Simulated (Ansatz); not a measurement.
Results of rVV10 (plane waves, PAW; Ansatz, a program for electronic structure) for LaBr₃ (P6₃/m, No. 176).

Numerical settings: plane-wave cutoff 520 eV, 6×6×8 k mesh (along the axes of the cell as run), Fermi–Dirac smearing 0.01 eV, scalar-relativistic PAW data made under PBE.

Properties against volume:

Shape and atoms are relaxed at each volume.

```csv
V (Å³/atom),P (GPa),direct gap at Γ (eV),c (Å),a (Å)
30.368,1.42,3.069,4.545,7.856
31.001,0.66,3.040,4.549,7.935
31.634,0.00,3.009,4.552,8.012
32.267,-0.58,2.975,4.556,8.089
32.899,-1.09,2.940,4.555,8.168
```

A straight line through the gaps at Γ against ln V gives a volume deformation potential dE_g(Γ)/d ln V of -1.6 eV: the gap at Γ widens under compression.

Measured, for comparison: band gap 5.9 eV (temperature not stated, no zero-point or thermal correction, literature value; as tabulated in Przystupa et al. (2023), doi:10.3390/ma16145085).

Note: the bulk modulus comes from volumes at which shape and atoms were relaxed.

Spin–orbit coupling is not included.
